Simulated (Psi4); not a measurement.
Psi4 1.11, TPSS/def2-tzvp: Mg(Cl)(I) ([Cl][Mg][I]), 3 atoms. The geometry is a generated start, not checked to be a minimum at this level.

| Quantity | Result |
|---|---|
| task | gradient |
| method | tpss |
| basis | def2-tzvp |
| memory | 7 GB |
| scf_type | df (default) |
| guess | auto, which took SAD (default) |
| diis_max_vecs | 10 (default) |
| scf_initial_accelerator | adiis (default) |
| e_convergence | 1e-08 (default) |
| d_convergence | 1e-08 (default) |
| effective core potentials | those of the basis set, past Kr |
| basis functions (reference run) | 119 |
| grid points (reference run) | 543787 |

```xyz
3

Mg     0.1600    -0.0078    -0.0693
Cl     1.4446     0.7652    -1.5876
I     -1.6046    -0.7575     1.6569
```
Charge 0, spin multiplicity 1.

Yardstick: the run with dft_radial_points = 200, dft_spherical_points = 974, dft_pruning_scheme = none (default), which is not proven converged either. Each setting ran once; only counts and results are compared.

Settings tried, all else as in the reference:
- dft_radial_points = 75 (default), dft_spherical_points = 302 (default), dft_pruning_scheme = treutler
- dft_radial_points = 50, dft_spherical_points = 194
- dft_radial_points = 75 (default), dft_spherical_points = 434
- dft_radial_points = 99, dft_spherical_points = 590, dft_pruning_scheme = robust
- dft_radial_points = 25, dft_spherical_points = 50
- dft_radial_points = 99, dft_spherical_points = 590, dft_pruning_scheme = treutler
- dft_radial_points = 35, dft_spherical_points = 110
- dft_radial_points = 99, dft_spherical_points = 590
- dft_radial_points = 75 (default), dft_spherical_points = 302 (default), dft_pruning_scheme = robust
- dft_radial_points = 150, dft_spherical_points = 770
- dft_radial_points = 75 (default), dft_spherical_points = 302 (default)

Q: Sort the settings: which keep to the reference within 1.0 meV/atom in energy, 10 meV/Å in forces (largest component), and which don't?

A: Within it: dft_radial_points = 150, dft_spherical_points = 770; dft_radial_points = 99, dft_spherical_points = 590, dft_pruning_scheme = robust; dft_radial_points = 99, dft_spherical_points = 590; dft_radial_points = 75 (default), dft_spherical_points = 434. At the edge (between 0.75 and 1.33 times the tolerance): dft_radial_points = 75 (default), dft_spherical_points = 302 (default); dft_radial_points = 75 (default), dft_spherical_points = 302 (default), dft_pruning_scheme = robust. Outside: dft_radial_points = 50, dft_spherical_points = 194; dft_radial_points = 75 (default), dft_spherical_points = 302 (default), dft_pruning_scheme = treutler; dft_radial_points = 99, dft_spherical_points = 590, dft_pruning_scheme = treutler; dft_radial_points = 35, dft_spherical_points = 110; dft_radial_points = 25, dft_spherical_points = 50.

| setting | grid points | energy against the reference | difference in forces (largest component) |
|---|---|---|---|
| the reference | 543787 | — | — |
| dft_radial_points = 150, dft_spherical_points = 770 | 323028 | −0.0076 meV/atom | 0.87 meV/Å |
| dft_radial_points = 99, dft_spherical_points = 590, dft_pruning_scheme = robust | 130820 | −0.011 meV/atom | 1.0 meV/Å |
| dft_radial_points = 99, dft_spherical_points = 590 | 164538 | −0.011 meV/atom | 1.0 meV/Å |
| dft_radial_points = 75 (default), dft_spherical_points = 434 | 92064 | −0.045 meV/atom | 2.9 meV/Å |
| dft_radial_points = 75 (default), dft_spherical_points = 302 (default) | 64149 | −0.11 meV/atom | 8.0 meV/Å |
| dft_radial_points = 75 (default), dft_spherical_points = 302 (default), dft_pruning_scheme = robust | 50417 | −0.11 meV/atom | 8.0 meV/Å |
| dft_radial_points = 50, dft_spherical_points = 194 | 27746 | +2.1 meV/atom | 24 meV/Å |
| dft_radial_points = 75 (default), dft_spherical_points = 302 (default), dft_pruning_scheme = treutler | 44609 | +0.58 meV/atom | 31 meV/Å |
| dft_radial_points = 99, dft_spherical_points = 590, dft_pruning_scheme = treutler | 111188 | +0.72 meV/atom | 35 meV/Å |
| dft_radial_points = 35, dft_spherical_points = 110 | 11070 | +20 meV/atom | 160 meV/Å |
| dft_radial_points = 25, dft_spherical_points = 50 | 3616 | −260 meV/atom | 870 meV/Å |

Total energies are compared; such shifts often cancel in part in energy differences. The gradients leave out the derivatives of the grid weights. The tolerance is a choice made for this comparison.
